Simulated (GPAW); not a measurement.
## GPAW run on Mg₆FeB (Amm2, 8 atoms in the cell): self-consistent single point

Computed with PBEsol, GPAW PAW datasets PBEsol (made by gpaw-setup) (plane waves; GPAW).

This input was run:

```python
from ase import Atoms
from ase.units import GPa
from gpaw import GPAW

atoms = Atoms(['Mg', 'Mg', 'Mg', 'Mg', 'Mg', 'Mg', 'Fe', 'B'],
              cell=[[3.208450, 0.000000, 0.000000],
                    [0.000000, 4.724400, 5.076185],
                    [0.000000, -4.724400, 5.076185]],
              positions=[[0.000000, 1.586642, 6.317617],
                         [0.000000, -1.586642, 6.317617],
                         [0.000000, -0.000000, 3.514852],
                         [1.604225, 2.604845, 3.804296],
                         [1.604225, -2.604845, 3.804296],
                         [1.604225, 0.000000, 0.825997],
                         [0.000000, -0.000000, 8.511747],
                         [1.604225, -0.000000, 7.512957]],
              pbc=True)

calc = GPAW(mode={'name': 'pw', 'ecut': 900},
            xc='PBEsol',
            kpts={'size': (8, 4, 4), 'gamma': True},
            occupations={'name': 'methfessel-paxton', 'width': 0.1, 'order': 0},
            nbands=-14,
            convergence={'forces': 0.001},
            symmetry={'symmorphic': False, 'tolerance': 0.0005},
            maxiter=150)

atoms.calc = calc

energy = atoms.get_potential_energy()
print('Energy (eV):', round(energy, 6))
forces = atoms.get_forces()
print('Forces (eV/Ang):')
print(forces.round(5))
stress = atoms.get_stress()
print('Stress (GPa, Voigt):', (stress / GPa).round(4))
```

Output (repeated stretches shortened):

```
Input parameters:
  convergence: {forces: 0.001}
  kpts: {gamma: True,
         size: (8, 4, 4)}
  maxiter: 150
  mode: {ecut: 900,
         name: pw}
  nbands: -14
  occupations: {name: methfessel-paxton,
                order: 0,
                width: 0.1}
  symmetry: {symmorphic: False,
             tolerance: 0.0005}
  xc: PBEsol

species:
  Mg:
    name: Magnesium
    Z: 12.0
    valence: 10
    core: 2
    charge: 0.0
    file: Mg.PBEsol.gz

    # Using partial waves for Mg as LCAO basis

  Fe:
    name: Iron
    Z: 26.0
    valence: 8
    core: 18
    charge: 0.0
    file: Fe.PBEsol.gz

    # Using partial waves for Fe as LCAO basis

  B:
    name: Boron
    Z: 5.0
    valence: 3
    core: 2
    charge: 0.0
    file: B.PBEsol.gz

    # Using partial waves for B as LCAO basis

Reference energy: -67879.118935  # eV

Spin-paired calculation

Convergence criteria:
 Maximum [total energy] change in last 3 cyles: 0.0005 eV / valence electron
 Maximum integral of absolute [dens]ity change: 0.0001 electrons / valence electron
 Maximum integral of absolute [eigenst]ate change: 4e-08 eV^2 / valence electron
 Maximum change in the atomic [forces] across last 2 cycles: 0.001 eV/Ang OR
Maximum error relative to the maximum force is below inf
 Maximum number of scf [iter]ations: 150

Symmetries present (total): 4
Symmetries with fractional translations: 0
128 k-points: 8 x 4 x 4 Monkhorst-Pack grid + [1/16,1/8,1/8]
35 k-points in the irreducible part of the Brillouin zone
       k-points in crystal coordinates                weights
   0:     0.00000000    0.00000000    0.00000000          1/128
   1:     0.00000000    0.25000000   -0.25000000          2/128
   2:     0.00000000    0.25000000    0.00000000          4/128
   [... 7 lines left out ...]
          ...
  34:     0.50000000    0.50000000    0.50000000          1/128

Wave functions: Plane wave expansion
  Cutoff energy: 900.000 eV
  Number of coefficients (min, max): 9380, 9492
  Pulay-stress correction: 0.000000 eV/Ang^3 (de/decut=0.000000)

Occupation numbers: Methfessel-Paxton:
  width: 0.1000  # eV
  order: 0

Eigensolver

Densities:
  Coarse grid: 24*48*48 grid
  Fine grid: 48*96*96 grid
  Total Charge: 0.000000

Density mixing:
  Method: separate
  Backend: pulay
  Linear mixing parameter: 0.05
  old densities: 5
  Damping of long wavelength oscillations: 50

Hamiltonian:
  XC and Coulomb potentials evaluated on a 48*96*96 grid
  External potential:
    NoExternalPotential

XC parameters: PBEsol with 2 nearest neighbor stencil

Number of atoms: 8
Number of atomic orbitals: 61
Number of bands in calculation: 49
Number of valence electrons: 71
Bands to converge: occupied

Density initialized from atomic densities
  49 bands from LCAO basis set

Atomic positions and initial magnetic moments

Positions:
   0 Mg     0.000000    1.586642    6.317617    ( 0.0000,  0.0000,  0.0000)
   1 Mg     0.000000   -1.586642    6.317617    ( 0.0000,  0.0000,  0.0000)
   2 Mg     0.000000   -0.000000    3.514852    ( 0.0000,  0.0000,  0.0000)
   3 Mg     1.604225    2.604845    3.804296    ( 0.0000,  0.0000,  0.0000)
   4 Mg     1.604225   -2.604845    3.804296    ( 0.0000,  0.0000,  0.0000)
   5 Mg     1.604225    0.000000    0.825997    ( 0.0000,  0.0000,  0.0000)
   6 Fe     0.000000   -0.000000    8.511747    ( 0.0000,  0.0000,  0.0000)
   7 B      1.604225   -0.000000    7.512957    ( 0.0000,  0.0000,  0.0000)

Unit cell:
           periodic     x           y           z      points  spacing
  1. axis:    yes    3.208450    0.000000    0.000000    24     0.1337
  2. axis:    yes    0.000000    4.724400    5.076185    48     0.1441
  3. axis:    yes    0.000000   -4.724400    5.076185    48     0.1441

  Lengths:   3.208450   6.934523   6.934523
  Angles:   85.888583  90.000000  90.000000

Effective grid spacing dv^(1/3) = 0.1407

     iter     time        total  log10-change:
                         energy   eigst   dens  force
iter:   1 --:--:--   -33.487556
iter:   2 --:--:--   -28.642554   -0.41  -1.12
iter:   3 --:--:--   -27.769867   -1.13  -1.34
iter:   4 --:--:--   -28.631659   -0.82  -1.43
iter:   5 --:--:--   -27.804342   -1.83  -1.48
iter:   6 --:--:--   -28.004428   -1.22  -1.58
iter:   7 --:--:--   -26.981738   -2.23  -1.49
iter:   8 --:--:--   -26.972351   -2.59  -1.88
iter:   9 --:--:--   -26.952824c  -2.61  -2.02
iter:  10 --:--:--   -26.930415   -2.87  -2.15
iter:  11 --:--:--   -26.931552c  -3.57  -2.43
iter:  12 --:--:--   -26.930353c  -3.75  -2.58
iter:  13 --:--:--   -26.929882c  -4.95  -2.76
iter:  14 --:--:--   -26.929207c  -4.12  -2.79
iter:  15 --:--:--   -26.929080c  -5.17  -3.20
iter:  16 --:--:--   -26.929023c  -5.64  -3.23
iter:  17 --:--:--   -26.928921c  -5.46  -3.31
iter:  18 --:--:--   -26.928902c  -6.29  -3.52
iter:  19 --:--:--   -26.928899c  -6.27  -3.60
iter:  20 --:--:--   -26.928897c  -6.72  -3.70
iter:  21 --:--:--   -26.928904c  -6.65  -3.85
iter:  22 --:--:--   -26.928900c  -7.05  -3.99
iter:  23 --:--:--   -26.928896c  -6.61  -4.12c
iter:  24 --:--:--   -26.928893c  -7.37  -4.32c
iter:  25 --:--:--   -26.928891c  -7.89c -4.47c
iter:  26 --:--:--   -26.928893c  -8.30c -4.58c -2.80
iter:  27 --:--:--   -26.928894c  -8.21c -4.66c -2.80
iter:  28 --:--:--   -26.928894c  -8.86c -4.86c -3.10c

Converged after 28 iterations.

Dipole moment: (-0.000000, -0.000000, -8.873510) |e|*Ang

Energy contributions relative to reference atoms: (reference = -67879.118935)

Kinetic:         +1.303988
Potential:       +8.466704
External:        +0.000000
XC:             -36.534645
Entropy (-ST):   -0.023461
Local:           -0.153211
SIC:             +0.000000
--------------------------
Free energy:    -26.940625
Extrapolated:   -26.928894

Showing only first 2 kpts
 Kpt  Band  Eigenvalues  Occupancy
  0    33      2.75609    2.00000
  0    34      3.58770    2.00000
  0    35      3.62333    2.00000
  0    36      3.94767    1.97517

  1    33      3.18156    2.00000
  1    34      3.57435    2.00000
  1    35      3.58723    2.00000
  1    36      4.33871    0.00102

Fermi level: 4.10634

No gap
No difference between direct/indirect transitions
Energy (eV): -26.928894

Forces in eV/Ang:
  0 Mg    0.00000   -0.01165    0.02070
  1 Mg    0.00000    0.01165    0.02070
  2 Mg    0.00000    0.00000   -0.06070
  3 Mg    0.00000   -0.01664   -0.03468
  4 Mg   -0.00000    0.01664   -0.03468
  5 Mg    0.00000    0.00000    0.01542
  6 Fe    0.00000    0.00000   -0.18186
  7 B     0.00000    0.00000    0.25346

Stress tensor:
     0.012048     0.000000     0.000000
     0.000000     0.006787     0.000000
     0.000000     0.000000     0.008281
Stress (GPa, Voigt): [1.9303 1.0873 1.3268 0.     0.     0.    ]
```

The run converged in 28 iterations. GPAW prints stress with tension positive.

At such cutoffs GPAW's stress carries a finite-basis (Pulay) error, which enters relaxed cells too; its log prints stress with tension positive.

The starting cell comes from a database of computed structures (which also holds hypothetical and non-ambient phases and stackings), without a prior relaxation at this level. Spin polarisation is off.

Cost on one core of a shared machine: roughly 10 min.
